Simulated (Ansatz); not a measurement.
Here is the system:

```
CuZn
1.0
    2.90716     0.00000     0.00000
    0.00000     2.90716     0.00000
    0.00000     0.00000     2.90716
Zn Cu
1 1
Cartesian
  1.45358   1.45358   1.45358
  0.00000   0.00000   0.00000
```

Calculation: PBEsol, DFPT electron-phonon coupling, linearised Boltzmann equation (plane waves, PAW, scalar-relativistic; Ansatz, an electronic-structure program). Cell: relaxed with this functional, without spin-orbit coupling.

Task: What phonon-limited resistivity does this give at 300 K?

Result: 4.4 μΩ·cm.

Task: How long is the mean free path there?

Result: 17.1 nm, weighted by the current that each state carries. Wires not much wider than this gain resistivity from their walls.

A metal at this level (no band gap). Only scattering by harmonic phonons is included (no impurities, grain boundaries, electron-electron scattering or thermal expansion). Spin-orbit coupling is left out. The squared frequency of the phonon mode least converged on the k mesh is uncertain by 23 %. Halving the electron mesh (28x28x28) moves the resistivity by up to 7 % at 300 K, the mean free path by up to 8 %. Smearing 0.20 eV; phonons on a 5x5x5 q mesh, which this run doesn't test.
